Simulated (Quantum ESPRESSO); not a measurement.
# Refining one setting for In (I4/mmm, 1 atom in the cell)

```
CELL_PARAMETERS angstrom
     -1.61996     1.61996     2.47794
      1.61996    -1.61996     2.47794
      1.61996     1.61996    -2.47794
ATOMIC_POSITIONS crystal
  In 0.00000 0.00000 0.00000
```

Level of theory: PBE, GBRV 1.5 ultrasoft (PBE) pseudopotentials (plane waves; Quantum ESPRESSO).

The starting cell comes from a database of computed structures (which also holds hypothetical and non-ambient phases and stackings), without a prior relaxation at this level. Its lattice was rescaled by a random factor within 2.5 % of one.

Held fixed: ecutwfc = 40 Ry; ecutrho = 200 Ry; occupations = smearing; smearing = gaussian; degauss = 0.019992 Ry; potentials = {In: in_pbe_v1.4.uspp.F.UPF}; K_POINTS = automatic 11 11 11 0 0 0; conv_thr = 1e-10 Ry; mixing_beta = 0.3.

ΔF is the free energy per atom less that of the last row (71).

| nbnd | ΔF (meV/atom) | pressure (GPa) | bands | iterations |
|---|---|---|---|---|
| 7 | 9.1 | 1.50 | 7 | 11 |
| 8 | 0.00 | 1.21 | 8 | 12 |
| 9 | 0.00 | 1.21 | 9 | 12 |
| 11 | 0.00 | 1.21 | 11 | 11 |
| 15 | 0.00 | 1.21 | 15 | 9 |
| 23 | 0.00 | 1.20 | 23 | 10 |
| 39 | 0.00 | 1.21 | 39 | 10 |
| 71 | 0.00 | 1.21 | 71 | 10 |

Energy within 2 meV/atom of the last row: from nbnd = 8 on; the one before it is off by 9.1 meV/atom.

Pressure within 0.05 GPa of the last row: from nbnd = 8 on; the one before it is off by 0.29 GPa. The value it settles on is 1.21 GPa at this level of theory and with the other settings as held.
